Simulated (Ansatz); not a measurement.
AlN is modelled in the cubic space group F-43m (No. 216), the zinc blende structure, Pearson symbol cF8. Conventional cell: a = 4.377 Å, b = 4.377 Å, c = 4.377 Å, α = 90.00°, β = 90.00°, γ = 90.00°. Al on 4a is coordinated by 4 N at 1.895 Å (tetrahedral). N on 4c is coordinated by 4 Al at 1.895 Å (tetrahedral). (Neighbours: up to the widest gap in distance over summed covalent radii, below 1.35, at either atom; cation-cation and far metal-metal contacts left out.)
(The calculation used a cell of 2 atoms; values per cell refer to that cell.)

The cell is a database entry relaxed within its symmetry; it need not be the phase found at ambient conditions. Dynamical quadrupoles are not included in the interpolation of the phonons between the solved wave vectors.

Q: What linear thermal expansion coefficient does the quasi-harmonic free energy on Ansatz (a first-principles code), PBEsol functional, plane-wave PAW give at 650 K, and what isobaric heat capacity per mole of formula units and Grüneisen parameter?

A: α = 5.6 × 10⁻⁶ K⁻¹; C_P = 44.9 J/(mol K); γ = 0.92. Whether this phase is the stable one at each condition was not tested.

The PAW data sets were generated under PBE and serve the other functionals too.
